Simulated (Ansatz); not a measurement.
# YSi2 (model structure, started from the MoSi2 type, I4/mmm, No. 139, 3 atoms in the cell): lattice parameter a by level of theory

No measured value is used here.

**Question.** Put these levels in order of the lattice parameter a that they give for YSi2 (model structure, started from the MoSi2 type, I4/mmm, No. 139, 3 atoms in the cell), smallest first: PBE (Ansatz, an electronic-structure program), PBE-D3(BJ) (Ansatz), PBEsol (Ansatz).

**Answer.** PBE-D3(BJ) (3.344 Å), PBEsol (3.356 Å), PBE (3.395 Å)

Ansatz's density-functional and Hartree–Fock values are scalar-relativistic unless marked +SOC, with PAW data made under PBE.

A model structure was made by putting elements into a prototype or built by hand; it is no filed structure, need not be a known phase, and can be a saddle point held by its symmetry.
